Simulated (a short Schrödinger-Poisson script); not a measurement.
**Gated In0.52Al0.48As/In0.53Ga0.47As modulation-doped gas in a quantum well**

System: gated In0.52Al0.48As/In0.53Ga0.47As modulation-doped gas in a quantum well, at 300 K.

```tsv
layer	material	thickness (nm)	Nd (cm⁻³)	Na (cm⁻³)
1	In0.52Al0.48As	15	-	-
2	In0.52Al0.48As	10	3e18	-
3	In0.52Al0.48As	3	-	-
4	In0.53Ga0.47As	10	-	-
5	In0.52Al0.48As	4000	-	3e15
```

Constants are typed, rounded textbook-type inputs, not results; the design itself was drawn at random and stands for no fabricated device. In0.52Al0.48As: permittivity 12.5, conduction-band edge (eV) 0.52, gap (eV) 1.45, electron mass (mₑ) 0.075, Nv at 300 K (cm⁻³) 1.1e19. In0.53Ga0.47As: permittivity 13.9, conduction-band edge (eV) 0, gap (eV) 0.74, Nv at 300 K (cm⁻³) 7.7e18.

Channel valleys (confinement mass, in-plane density-of-states mass, number): Γ 0.041, 0.041, 1. At the gate the conduction-band edge of layer 1 lies 0.65 eV − eVg above the Fermi level of the channel; the field vanishes at the back. The barrier under the gate holds no holes. Gaps are held at their typed values at every temperature. Mesh 0.08 nm at interfaces.

Solved with a short Schrödinger-Poisson script written for these runs: 1D Poisson equation in equilibrium, electrons quantum, Hartree (BenDaniel-Duke, 40 states a valley, the channel's in-plane mass for all, wave functions free to enter the barrier), parabolic valleys, classical holes, full ionisation, no traps, pinning or gate leakage.

```tsv
Vg (V)	electrons (cm⁻²)	in the channel layer	C (μF/cm²)	Γ E0 (meV)	Γ E1 (meV)
0.4	2.03e12	1.93e12	0.351	-111.5	36.5
0.2	1.61e12	1.56e12	0.327	-90.6	57.3
0	1.21e12	1.17e12	0.321	-67.6	80.4
-0.2	8.14e11	7.92e11	0.314	-42.5	106.0
-0.4	4.33e11	4.22e11	0.298	-12.9	136.5
-0.6	9.99e10	9.75e10	0.220	35.6	186.1
-0.8	3.86e8	3.77e8	0.0226	182.2	333.0
```

Gate voltages with under 1e6 electrons/cm² are left out.

Subbands count from the Fermi level.
